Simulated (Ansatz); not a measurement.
System: Nb-vacancy pair (Nb on one host Cu site, one Cu site vacant) in fcc Cu (neutral cell). These are PBE, PAW (plane waves to 420 eV; Ansatz, a first-principles code) values and carry that method's errors.

Settings: 32 host sites, the relaxed PBE lattice, a 2×2×2 k-point mesh shifted by half a step, smearing 0.10 eV, spin-restricted, no image-charge correction. Static, classical nuclei. Forms of the defect that were not tried may lie lower.

Barriers: single points on a 4×4×4 k-point mesh shifted by half a step at the bands' geometries (they differ from the bands' own by up to 0.21 eV, and are uncertain by about as much).

The step: Nb and the vacancy change places (Nb-vacancy distance between ideal sites 2.57 Å throughout); the atom moves 2.22 Å along (0.00, 0.43, 0.43) of the unit cell; the moving atom starts with neighbours 4 Cu at 2.57, 2 Cu at 2.61, 4 Cu at 2.67, Cu at 2.72 Å and ends with 4 Cu at 2.57, 2 Cu at 2.61, 4 Cu at 2.67, Cu at 2.72 Å.

Q: What migration barrier of this step does PBE, PAW give?

A: 0.54 eV, the same both ways. At the saddle the moving atom has neighbours 4 Cu at 2.50, 4 Cu at 2.82 Å. The saddle point's order was not checked, and it lies on a symmetry element of the cell, where a band can be held.
